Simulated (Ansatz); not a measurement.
Wurtzite BN (high-pressure phase), treated with G0W0@PBE in Ansatz (plane waves, hard PAW, contour deformation).

The cell has the measured lattice parameters. Conventional cell: a = 2.5500 Å, b = 2.5500 Å, c = 4.2000 Å, α = 90.00°, β = 90.00°, γ = 120.00°.

The quasiparticle gap at Γ at a fixed k mesh 3×3×2:

| response cutoff | value (eV) |
|---|---|
| 200 eV, 279 empty bands | 10.451 |
| 250 eV, 390 empty bands | 10.526 |
| 300 eV, 513 empty bands | 10.572 |
| 400 eV, 789 empty bands | 10.622 |

Q: Taking the value to converge with the response cutoff E as E^(−3/2), extrapolate from the last two rows.

A: With y = y∞ + c/w and weights w = 5196 and 8000 for the last two rows, y∞ = (w2 y2 − w1 y1)/(w2 − w1) = (8000 × 10.622 − 5196 × 10.572)/2804 = 10.715 eV, which lies 0.093 beyond the last row. Successive pairs of rows give 10.715, 10.718, 10.715. The limit also hangs on the law assumed, so its last digits aren't firm.

The other settings are not extrapolated, so this is the limit in one setting alone.

At the last cutoff the smallest gap on this mesh is 7.00 eV, with an edge away from Γ.

Ansatz is an electronic-structure program.
